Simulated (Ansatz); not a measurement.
The starting structures come from a database of crystals and need not be the phases stable at ambient conditions.

Crystal: SnPS₃ (R-3, not sure to be the ambient phase, 10 atoms a cell, 23.6 Å³ an atom); planes in its conventional cell.

Computed with PBEsol (plane waves, PAW; Ansatz, a first-principles code).

The gap is the functional's own. No spin-orbit coupling. Mid-gap values are interpolated on the energy grid.

| plane | area of the cell (Å²) | mid-gap κ (1/Å) | largest κ in the gap (1/Å) |
|---|---|---|---|
| (001) | 37.3 | 0.25 | 0.26 |
| (101) | 43.4 | … | … |

**Question.** The slowest decay depends on the direction. Supply the withheld values.

**Answer.** 
- (101), mid-gap κ (1/Å): 0.19
- (101), largest κ in the gap (1/Å): 0.20
